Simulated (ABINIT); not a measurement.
Band structure of PbS₂ (I4/mcm, 6 atoms in the cell).

```
CELL_PARAMETERS angstrom
     -3.07497     3.07497     3.77660
      3.07497    -3.07497     3.77660
      3.07497     3.07497    -3.77660
ATOMIC_POSITIONS crystal
  Pb 0.75000 0.75000 0.00000
  Pb 0.25000 0.25000 0.00000
  S  0.11903 0.61903 0.73806
  S  0.88097 0.38097 0.26194
  S  0.61903 0.88097 0.50000
  S  0.38097 0.11903 0.50000
```

Computed with LDA (PW92), norm-conserving pseudopotentials (PseudoDojo nc-sr-04 LDA standard) (plane waves; ABINIT 10.0.3).

Settings: pseudos = [Pb.upf, S.upf]; ecut = 28 Ha; ixc = 7; occopt = 3; tsmear = 0.05 eV; ngkpt = 4 4 4; nshiftk = 1; shiftk = 0 0 0; potentials = PseudoDojo nc-sr-04 LDA standard; kptopt = 1; nstep = 50; tolvrs1 = 1e-12; ndtset = 2.

The starting cell comes from a database of computed structures (which also holds hypothetical and non-ambient phases and stackings), without a prior relaxation at this level. Spin-orbit coupling is off. The run gives no clean gap (levels at the Fermi energy touch, overlap or are partly filled at this smearing), which alone does not show that the compound is a metal.

Levels in eV from the Fermi level, bands 23 to 30:
```json
[
 {"point": "Γ", "23": "-3.35", "24": "-3.21", "25": "-3.21", "26": "-0.20", "27": "2.91", "28": "2.91", "29": "3.07", "30": "3.07"},
 {"point": "X", "23": "-2.60", "24": "-1.33", "25": "-1.21", "26": "-0.26", "27": "1.13", "28": "1.15", "29": "2.12", "30": "2.51"},
 {"point": "Y", "23": "-1.35", "24": "-0.94", "25": "-0.64", "26": "-0.34", "27": "0.23", "28": "1.79", "29": "2.17", "30": "2.23"},
 {"point": "S", "23": "-1.55", "24": "-0.97", "25": "-0.38", "26": "-0.30", "27": "0.81", "28": "1.56", "29": "2.17", "30": "2.31"},
 {"point": "Z", "23": "-1.37", "24": "-1.37", "25": "-0.12", "26": "0.17", "27": "1.42", "28": "1.57", "29": "1.57", "30": "2.56"},
 {"point": "S1", "23": "-1.55", "24": "-0.97", "25": "-0.38", "26": "-0.30", "27": "0.81", "28": "1.56", "29": "2.17", "30": "2.31"},
 {"point": "N", "23": "-2.21", "24": "-2.21", "25": "-0.94", "26": "-0.94", "27": "1.02", "28": "1.02", "29": "2.38", "30": "2.38"},
 {"point": "P", "23": "-2.04", "24": "-2.04", "25": "-0.95", "26": "-0.95", "27": "2.25", "28": "2.25", "29": "2.32", "30": "2.32"},
 {"point": "Y1", "23": "-1.35", "24": "-0.94", "25": "-0.64", "26": "-0.34", "27": "0.23", "28": "1.79", "29": "2.17", "30": "2.23"}
]
```

Bands cross the Fermi level along this path, so the cell is metallic at this level.
